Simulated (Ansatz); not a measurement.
Base system: GaAs in the zinc blende structure (space group F-43m, No. 216).

```
GaAs
1.0
    0.00000     2.83335     2.83335
    2.83335     0.00000     2.83335
    2.83335     2.83335     0.00000
Ga As
1 1
Direct
  0.00000   0.00000   0.00000
  0.25000   0.25000   0.25000
```

Cartesian axes are those of the cell as printed.

The values are results of r2SCAN (Ansatz, a program for electronic structure), scalar-relativistic without spin-orbit coupling, not measurements.

For the base:

```
Property     Value
--------  --------
Pressure  0.00 GPa
Band gap   0.96 eV
```

The change: the cell is compressed by 3.00 % along z with no lateral relaxation; the atoms relax in the strained cell.

Task: Estimate the effect on the pressure.

Result: The pressure (mean of the normal stresses, compression positive) goes from zero to 2.35 GPa.

Task: What happens to the band gap?

Result: The band gap grows by 0.12 eV to 1.08 eV.

Gaps are Kohn–Sham eigenvalue differences; semilocal functionals usually give less than the measured gap. Whether these cells are dynamically stable was not tested.
